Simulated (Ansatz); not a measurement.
## rock-salt TiC (1 1 1) on corundum (0 0 1), 3 Al on Ti sites at each interface (film strained to the substrate, faces as cut)

A periodic stack without vacuum, rock-salt TiC (1 1 1) on corundum (0 0 1), 3 Al on Ti sites at each interface (film strained to the substrate, faces as cut): substrate slab Al36O54, film C28Al6Ti22, surface cells [[-1, 1], [-2, -1]] and [[-2, 3], [-3, 1]], film strained by +2.7 and +2.7 %, faces Al/Al and C/Ti as cut (like faces can put a slab off its formula).

The start was prepared with a machine-learned potential, and the result is one local minimum, with the in-plane cell held and forces under 0.04 eV/Å; the film can end far from its bulk form.

Computed with PBE (plane waves to 420 eV, PAW; Ansatz, an electronic-structure program). No spin–orbit coupling; the runs are not spin-polarised; PBE gaps are too small against experiment. Its k-point mesh 4×4×1, Fermi–Dirac width 0.05 eV.

The interface area comes out as 60.1 Å² and the period is 24.49 Å. The gaps between the outermost planes at the two interfaces comes out as 1.10 and 1.74 Å, the Al–Ti contacts across the interfaces within 1.22 times the sum of covalent radii is 9, mean 3.33 Å and the O–Ti contacts across the interfaces within 1.22 times the sum of covalent radii comes out as 7, mean 2.57 Å. The Al–Al contacts across the interfaces within 1.22 times the sum of covalent radii is 3, mean 2.61 Å. The Al–C contacts across the interfaces within 1.22 times the sum of covalent radii comes out as 3, mean 1.99 Å.

```yaml
crystal:
  lattice:
    - [8.32795, 0.00160, 0.13265]
    - [4.16555, 7.21153, -0.11973]
    - [-4.79671, -3.26498, 24.50904]
  atoms:
    - { symbol: Al, position: [0.79477, 0.63474, 0.10901] }
    - { symbol: Al, position: [0.45226, 0.30421, 0.10602] }
    - { symbol: Al, position: [0.11910, 0.96622, 0.10544] }
    - { symbol: Al, position: [0.78095, 0.29072, 0.08531] }
    - { symbol: Al, position: [0.45199, 0.95748, 0.08713] }
    - { symbol: Al, position: [0.10584, 0.59874, 0.04305] }
    - { symbol: Al, position: [0.11721, 0.29764, 0.09779] }
    - { symbol: Al, position: [0.78986, 0.96110, 0.09569] }
    - { symbol: Al, position: [0.45143, 0.63009, 0.09702] }
    - { symbol: Al, position: [0.81069, 0.34761, 0.19256] }
    - { symbol: Al, position: [0.47707, 0.01684, 0.19355] }
    - { symbol: Al, position: [0.14315, 0.67988, 0.18676] }
    - { symbol: O, position: [0.54016, 0.38854, 0.05775] }
    - { symbol: O, position: [0.21417, 0.05468, 0.05906] }
    - { symbol: O, position: [0.88361, 0.71940, 0.06704] }
    - { symbol: O, position: [0.88349, 0.40140, 0.05950] }
    - { symbol: O, position: [0.55886, 0.05688, 0.05913] }
    - { symbol: O, position: [0.22434, 0.73439, 0.06158] }
    - { symbol: O, position: [0.00792, 0.22131, 0.14263] }
    - { symbol: O, position: [0.67824, 0.89224, 0.14615] }
    - { symbol: O, position: [0.36446, 0.55875, 0.14928] }
    - { symbol: O, position: [0.35188, 0.20092, 0.14462] }
    - { symbol: O, position: [0.99999, 0.89451, 0.14998] }
    - { symbol: O, position: [0.68359, 0.53598, 0.14415] }
    - { symbol: O, position: [0.03649, 0.52194, 0.15152] }
    - { symbol: O, position: [0.69748, 0.21119, 0.14217] }
    - { symbol: O, position: [0.36693, 0.87497, 0.14485] }
    - { symbol: O, position: [0.23274, 0.37089, 0.06150] }
    - { symbol: O, position: [0.89573, 0.04562, 0.05626] }
    - { symbol: O, position: [0.56136, 0.71201, 0.05900] }
    - { symbol: Al, position: [0.83958, 0.40908, 0.30205] }
    - { symbol: Al, position: [0.50451, 0.07537, 0.30330] }
    - { symbol: Al, position: [0.17363, 0.73819, 0.29977] }
    - { symbol: Al, position: [0.14456, 0.37015, 0.21102] }
    - { symbol: Al, position: [0.82363, 0.01781, 0.20885] }
    - { symbol: Al, position: [0.47728, 0.68740, 0.20913] }
    - { symbol: Al, position: [0.83160, 0.72918, 0.27831] }
    - { symbol: Al, position: [0.50218, 0.39362, 0.27822] }
    - { symbol: Al, position: [0.16531, 0.06248, 0.27808] }
    - { symbol: Al, position: [0.19014, 0.44310, 0.36820] }
    - { symbol: Al, position: [0.85615, 0.10961, 0.36631] }
    - { symbol: Al, position: [0.52273, 0.77772, 0.36921] }
    - { symbol: O, position: [0.92227, 0.47762, 0.23957] }
    - { symbol: O, position: [0.59577, 0.14366, 0.23761] }
    - { symbol: O, position: [0.25454, 0.81384, 0.23804] }
    - { symbol: O, position: [0.92579, 0.16901, 0.23888] }
    - { symbol: O, position: [0.59115, 0.83119, 0.23810] }
    - { symbol: O, position: [0.26484, 0.50281, 0.23894] }
    - { symbol: O, position: [0.74112, 0.65710, 0.32916] }
    - { symbol: O, position: [0.40801, 0.32255, 0.32810] }
    - { symbol: O, position: [0.07410, 0.98801, 0.32739] }
    - { symbol: O, position: [0.05084, 0.64894, 0.32772] }
    - { symbol: O, position: [0.71748, 0.31770, 0.32813] }
    - { symbol: O, position: [0.38277, 0.98342, 0.32816] }
    - { symbol: O, position: [0.08007, 0.29316, 0.32834] }
    - { symbol: O, position: [0.74515, 0.96039, 0.32757] }
    - { symbol: O, position: [0.41481, 0.62585, 0.32879] }
    - { symbol: O, position: [0.61820, 0.47497, 0.23909] }
    - { symbol: O, position: [0.27882, 0.14780, 0.23785] }
    - { symbol: O, position: [0.95083, 0.80373, 0.23792] }
    - { symbol: Al, position: [0.21275, 0.50390, 0.47638] }
    - { symbol: Al, position: [0.88576, 0.16132, 0.47111] }
    - { symbol: Al, position: [0.55704, 0.83165, 0.47825] }
    - { symbol: Al, position: [0.86142, 0.78886, 0.39009] }
    - { symbol: Al, position: [0.52785, 0.45815, 0.39004] }
    - { symbol: Al, position: [0.19597, 0.11943, 0.39035] }
    - { symbol: Al, position: [0.88493, 0.49857, 0.46333] }
    - { symbol: Al, position: [0.54483, 0.16150, 0.46421] }
    - { symbol: Al, position: [0.21695, 0.82369, 0.46433] }
    - { symbol: Al, position: [0.89678, 0.88806, 0.53898] }
    - { symbol: Al, position: [0.55611, 0.53053, 0.53612] }
    - { symbol: Al, position: [0.23641, 0.18697, 0.53497] }
    - { symbol: O, position: [0.30095, 0.57671, 0.41799] }
    - { symbol: O, position: [0.96693, 0.24519, 0.41742] }
    - { symbol: O, position: [0.63548, 0.90923, 0.41826] }
    - { symbol: O, position: [0.30805, 0.26354, 0.41783] }
    - { symbol: O, position: [0.97534, 0.93030, 0.41592] }
    - { symbol: O, position: [0.64649, 0.59658, 0.41991] }
    - { symbol: O, position: [0.79904, 0.40722, 0.51088] }
    - { symbol: O, position: [0.45476, 0.07409, 0.50795] }
    - { symbol: O, position: [0.11757, 0.74463, 0.50863] }
    - { symbol: O, position: [0.10742, 0.40776, 0.50804] }
    - { symbol: O, position: [0.77081, 0.08177, 0.50324] }
    - { symbol: O, position: [0.44357, 0.73924, 0.50728] }
    - { symbol: O, position: [0.79152, 0.73436, 0.51052] }
    - { symbol: O, position: [0.44547, 0.39812, 0.50613] }
    - { symbol: O, position: [0.11656, 0.06107, 0.50307] }
    - { symbol: O, position: [0.99738, 0.57012, 0.41854] }
    - { symbol: O, position: [0.66411, 0.24025, 0.41778] }
    - { symbol: O, position: [0.33198, 0.90018, 0.41792] }
    - { symbol: C, position: [0.15640, 0.26180, 0.61071] }
    - { symbol: C, position: [0.89889, 0.01807, 0.61755] }
    - { symbol: C, position: [0.22823, 0.87899, 0.69206] }
    - { symbol: C, position: [0.57755, 0.91785, 0.62979] }
    - { symbol: C, position: [0.98156, 0.60533, 0.69492] }
    - { symbol: C, position: [0.66125, 0.50016, 0.61111] }
    - { symbol: C, position: [0.51414, 0.35609, 0.69292] }
    - { symbol: C, position: [0.80647, 0.71522, 0.71725] }
    - { symbol: C, position: [0.50200, 0.54116, 0.71686] }
    - { symbol: C, position: [0.92090, 0.29562, 0.72078] }
    - { symbol: C, position: [0.15350, 0.46862, 0.71675] }
    - { symbol: C, position: [0.62709, 0.17897, 0.71748] }
    - { symbol: C, position: [0.31712, 0.99553, 0.70700] }
    - { symbol: C, position: [0.09231, 0.87051, 0.71748] }
    - { symbol: C, position: [0.42838, 0.25099, 0.82079] }
    - { symbol: C, position: [0.14242, 0.10957, 0.82051] }
    - { symbol: C, position: [0.57240, 0.82649, 0.82047] }
    - { symbol: C, position: [0.85177, 0.97569, 0.82281] }
    - { symbol: C, position: [0.28545, 0.68565, 0.82505] }
    - { symbol: C, position: [0.99665, 0.54196, 0.82207] }
    - { symbol: C, position: [0.71094, 0.39834, 0.82243] }
    - { symbol: C, position: [0.07595, 0.79363, 0.92815] }
    - { symbol: C, position: [0.77667, 0.64974, 0.92759] }
    - { symbol: C, position: [0.22839, 0.34143, 0.92085] }
    - { symbol: C, position: [0.50378, 0.50387, 0.93070] }
    - { symbol: C, position: [0.93364, 0.22536, 0.93037] }
    - { symbol: C, position: [0.64413, 0.08000, 0.92947] }
    - { symbol: C, position: [0.34910, 0.93436, 0.93061] }
    - { symbol: Al, position: [0.89836, 0.42645, 0.58406] }
    - { symbol: Al, position: [0.73096, 0.29604, 0.65193] }
    - { symbol: Al, position: [0.07558, 0.12362, 0.65126] }
    - { symbol: Ti, position: [0.38497, 0.16213, 0.66491] }
    - { symbol: Ti, position: [0.81097, 0.91527, 0.66691] }
    - { symbol: Ti, position: [0.56384, 0.73528, 0.66570] }
    - { symbol: Ti, position: [0.23943, 0.59349, 0.67271] }
    - { symbol: Ti, position: [0.61376, 0.99221, 0.77274] }
    - { symbol: Ti, position: [0.32879, 0.83598, 0.77681] }
    - { symbol: Ti, position: [0.75041, 0.55253, 0.77207] }
    - { symbol: Ti, position: [0.03630, 0.71780, 0.77874] }
    - { symbol: Ti, position: [0.45881, 0.41983, 0.77736] }
    - { symbol: Ti, position: [0.15607, 0.28275, 0.76909] }
    - { symbol: Ti, position: [0.89165, 0.13938, 0.77297] }
    - { symbol: Ti, position: [0.25420, 0.51359, 0.87013] }
    - { symbol: Ti, position: [0.96305, 0.37217, 0.86901] }
    - { symbol: Ti, position: [0.39039, 0.09099, 0.86774] }
    - { symbol: Ti, position: [0.68011, 0.23813, 0.87271] }
    - { symbol: Ti, position: [0.10610, 0.95361, 0.87246] }
    - { symbol: Ti, position: [0.81465, 0.80848, 0.87034] }
    - { symbol: Ti, position: [0.53459, 0.66200, 0.87324] }
    - { symbol: Al, position: [0.89106, 0.04700, 0.96165] }
    - { symbol: Al, position: [0.59514, 0.90946, 0.95883] }
    - { symbol: Al, position: [0.03619, 0.59934, 0.94832] }
    - { symbol: Ti, position: [0.31137, 0.76281, 0.97049] }
    - { symbol: Ti, position: [0.75830, 0.48672, 0.97215] }
    - { symbol: Ti, position: [0.46501, 0.33204, 0.96756] }
    - { symbol: Ti, position: [0.18138, 0.20141, 0.96772] }
```
